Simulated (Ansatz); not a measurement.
**Defect calculation: Si on the W site in bcc W**

All values below come from PBE, PAW (plane waves to 420 eV; Ansatz, an electronic-structure program). Set-up: 54-site cell; 4×4×4 shifted k-points; start: the W site; no spin–orbit coupling; energies good to tenths of an eV; the relaxation kept the symmetry of the starting site.

Neighbours after relaxation, in Å: of the Si atom: W 2.76, W 2.76, W 2.76, W 2.76, W 2.76, W 2.76, W 2.76, W 2.76 (the shell may go on).

Formation energies E_f are those of the neutral cell. Chemical conditions: impurity bounded by its compound with the host (Δμ(W) = 0.00 eV, Δμ(Si) = -0.51 eV, bounded by tetragonal WSi2; only phases computed here count, gases as isolated molecules at 0 K). Reference phases: Si: silicon, W: bcc W.

```
charge         moment (μB)  point group  largest move off a lattice site (Å)  E_f, impurity bounded by its compound with the host (eV)
------  ------------------  -----------  -----------------------------------  --------------------------------------------------------
0       not spin-polarised           Oh                                 0.01                                                      0.85
```

Point groups are those of the whole cell at tolerances of 0.03 and 0.1 Å ("near" where only the looser one holds); none is given for unsettled states.

All states together cost roughly 5 core-minutes.
